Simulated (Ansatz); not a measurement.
Step by step: formation energy of C_i in Pt (fcc, Fm-3m)

This concerns the formation energy of C_i in Pt (fcc, Fm-3m). Reaction: C (graphite) + 32 Pt (fcc) → cell A.

A: a supercell of 32 sites of Pt (fcc, Fm-3m) with C off the lattice sites (6 Pt at 2.04 Å); spin state with PBE: run without spin.

Ansatz (a first-principles code) with PAW potentials; structures come from PBE+D3(BJ) relaxations, nuclei static, no net charge. Ansatz runs with its PAW set soft_1. Other levels take these structures. The lattices are those relaxed with PBE+D3(BJ), so at other levels the solids can be strained, which adds to the spread. Larger cells are relaxed from a start prepared with the learned potential CHGNet, on a coarser mesh till forces fall under 0.03 eV/Å, which some starts already meet. A dispersion term (D3(BJ), or D4 for r2SCAN) was computed beside these levels and is taken off wherever the name lacks it. The runs are scalar-relativistic, without spin-orbit coupling. Mesh and cell size may move defect energies by 0.1 eV or more. Cell A has symmetry Pm-3m within 0.02 Å and got no random move, so less symmetric positions, which may lie lower, weren't tried.

Total energies of the cells in eV, at zero smearing width. They compare only within one column; the weights balance every element.

| cell | atoms | weight | PBE | PBEsol |
|---|---|---|---|---|
| A: Pt:C_i | 33 | +1 | -401038.80440 | -396577.16980 |
| C (graphite) | 4 | −1/4 | -1003.71747 | -986.75990 |
| Pt (fcc) | 32 | −1 | -400790.36143 | -396332.37209 |

PBE: (-401038.80440) − 1/4 × (-1003.71747) − (-400790.36143) = 2.486 eV.

PBEsol: (-396577.16980) − 1/4 × (-986.75990) − (-396332.37209) = 1.892 eV.

What follows from the PBE value: With the reservoirs of the reaction as written, and without entropy terms or charged states, the share of sites that hold the defect in equilibrium is exp(−2.49 eV/k_BT) = 2.8×10^-13 at 1000 K.
